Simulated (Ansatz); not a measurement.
For rock-salt GaAs (model structure), LDA in Ansatz (plane waves, PAW) gives:

lattice constant a: 5.256 Å
formation enthalpy: -0.045 eV/atom

Task: What does r²SCAN-D4 (Ansatz, a first-principles code, PAW) give for the same quantities?

Result: 
- lattice constant a: 5.301 Å (increases by 0.9 %)
- formation enthalpy: -0.053 eV/atom (moves by -0.008 eV/atom)

Changes are worked out from the printed values.

Unless a cell is named, each level is at its own relaxed cell (LDA 18.16, r²SCAN-D4 18.62 Å³/atom).

Ansatz's density-functional and Hartree–Fock values are scalar-relativistic unless marked +SOC, with PAW data made under PBE.

A model structure was made by putting elements into a prototype or built by hand; it is no filed structure, need not be a known phase, and can be a saddle point held by its symmetry.
